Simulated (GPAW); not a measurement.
GPAW run on Be (P6_3/mmc, 2 atoms in the cell): self-consistent single point.

Level of theory: GPAW 25.7.0 with PBE, LCAO dzp, GPAW PAW datasets PBE (gpaw-data 1.0.1).

```
Be
1.0
    2.28086     0.00000     0.00000
   -1.14043     1.97528     0.00000
    0.00000     0.00000     3.59948
Be
2
Cartesian
  0.00000   1.31686   2.69961
  1.14043   0.65843   0.89987
```

Reference input (self-consistent single point, DFT PBE, LCAO dzp, GPAW PAW datasets PBE (gpaw-data 1.0.1)): mode = lcao; h = 0.18 Å; basis = dzp; xc = PBE; kpts = 19 19 10; mesh shift (steps) = 0 0 0; occupations.name = fermi-dirac; occupations.width = 0.1 eV; convergence.density = 1e-05 e/electron; convergence.energy = 1e-05 eV/electron; symmetry.symmorphic = false; symmetry.tolerance = 0.0005. This run's input differs from it in these lines:

```diff
@@ -12,3 +12,3 @@
 calc = GPAW(mode='lcao',
-            h=0.18,
+            h=0.285,
             basis='dzp',
```

The program printed (abridged):

```
     iter     time        total  log10-change:
                         energy   eigst   dens
iter:   1 --:--:--    -6.296193        c
iter:   2 --:--:--    -6.297389        c -1.08
iter:   3 --:--:--    -6.312875        c -1.10
iter:   4 --:--:--    -6.312872        c -2.90
iter:   5 --:--:--    -6.312871c       c -3.13
iter:   6 --:--:--    -6.312871c       c -4.85
iter:   7 --:--:--    -6.312871c       c -5.23c
Converged after 7 iterations.

Dipole moment: (0.137998, 0.239020, 0.311880) |e|*Ang

Energy contributions relative to reference atoms: (reference = -796.369947)

Kinetic:         +4.579610
Potential:       -0.041963
External:        +0.000000
XC:             -10.544115
Entropy (-ST):   -0.002525
Local:           -0.305141
SIC:             +0.000000
--------------------------
Free energy:     -6.314134
Extrapolated:    -6.312871

Showing only first 2 kpts
 Kpt  Band  Eigenvalues  Occupancy
  0     0     -3.95092    2.00000
  0     1      3.19298    2.00000
  0     2      8.64894    0.00515
  0     3     24.36326    0.00000

  1     0     -3.86394    2.00000
  1     1      2.64206    2.00000
  1     2      9.43763    0.00000
  1     3     24.43603    0.00000

Fermi level: 8.05298

No gap
No difference between direct/indirect transitions
Energy (eV): -6.312871

Forces in eV/Ang:
  0 Be    0.00000    0.00000   -0.00000
  1 Be   -0.00000    0.00000    0.00000
```

The run converged in 7 iterations. Against the reference run the free energy rises by 21.7 meV/atom.

The starting cell comes from a database of computed structures (which also holds hypothetical and non-ambient phases and stackings), without a prior relaxation at this level. Its lattice was rescaled by a random factor within 2.5 % of one. Values carry the incompleteness of an atom-centred basis.

Cost on one core of a shared machine: roughly 80 s.
